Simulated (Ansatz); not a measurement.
Results of PBEsol in Ansatz (plane waves, PAW) for cubic perovskite SrVO₃.

Run with plane-wave cutoff 520 eV, 14×14×14 k mesh, Fermi–Dirac smearing 0.05 eV, no spin polarisation, scalar-relativistic PAW data made under PBE.

Pressure at four volumes; x = ln(V/11.058 Å³). One pressure is withheld.

```tsv
V (Å³/atom)	x	P (GPa)
10.395	-0.0618	14.20
11.058	0.0000	0.00
11.501	0.0393	-7.19
11.722	0.0583	?
```

### Question
Pass a parabola P(x) through the three rows shown, estimate the bulk modulus and its pressure derivative near zero pressure, and predict the withheld pressure.

### Answer
Slopes between the rows: (0.00 − (14.20))/(0.0000 − (-0.0618)) = -229.77 and (-7.19 − (0.00))/(0.0393 − (0.0000)) = -182.95 GPa. Their difference over the span 0.1011 is c = 46.82/0.1011 = 463.1 GPa, so P(x) = 14.20 + (-229.77)(x − (-0.0618)) + 463.1 (x − (-0.0618))(x − (0.0000)). At the middle row B = −dP/dx = −[-229.77 + 463.1 × 0.0618] = 201.2 GPa, and B′ = dB/dP = 2c/B = 4.6. At x = 0.0583 the parabola gives -10.15 GPa; the run gives -10.24 GPa. The Birch–Murnaghan fit to the energies at all volumes has B0 = 200 GPa and B′ = 4.4.

Ansatz is an electronic-structure program.
